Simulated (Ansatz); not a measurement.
For WGe (model structure, started from the CsCl type, Pm-3m, No. 221, 2 atoms in the cell), PBE-D3(BJ) (PAW; Ansatz, an electronic-structure program) gives:

```
Quantity                      Result
---------------------  -------------
lattice parameter a          3.104 Å
enthalpy of formation  0.334 eV/atom
```

Question: What does r²SCAN (Ansatz, PAW) give for the same quantities?

Answer: 
- lattice constant a: 3.112 Å (rises by 0.3 %)
- formation enthalpy: 0.511 eV/atom (increases by 0.177 eV/atom)

Changes are worked out from the printed values.

Unless a cell is named, each level is at its own relaxed cell (PBE-D3(BJ) 14.95, r²SCAN 15.07 Å³/atom).

Levels without +SOC leave out spin–orbit coupling, which shifts energies and cells of such heavy elements.

Ansatz's density-functional and Hartree–Fock values are scalar-relativistic unless marked +SOC, with PAW data made under PBE.

A model structure was made by putting elements into a prototype or built by hand; it is no filed structure, need not be a known phase, and can be a saddle point held by its symmetry.
